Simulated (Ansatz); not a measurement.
Relaxation of the outer planes of the (11-21) surface of hexagonal WC in its 1x1 cell (cut with top plane W, bottom plane W), outermost plane spacing 0.65 Å in the ideal cut (one of several cuts of this face), with 1 W a cell over the bulk's ratio.

Method: PBE (plane waves to 420 eV, PAW; Ansatz, a program for electronic structure).

Model: 17-atom slab, C8W9, 10.4 Å thick at the start (thin: gaps and levels are the slab's own), 10x10x1 mesh, Fermi-Dirac 0.1 eV, dipole correction, all atoms relaxed; start symmetry kept, larger cells not searched; no spin, no spin-orbit, no U.

```tsv
plane	atoms	bulk spacing to the next (Å)	relaxed spacing (Å)	change (%)	rumpling (Å)
1	W	0.650	?	?	0.00
2	C	0.650	0.655	0.7	0.00
```

Task: Some entries are withheld; supply them.

Result: 
- 1, relaxed spacing (Å): 0.468
- 1, change (%): -28.0
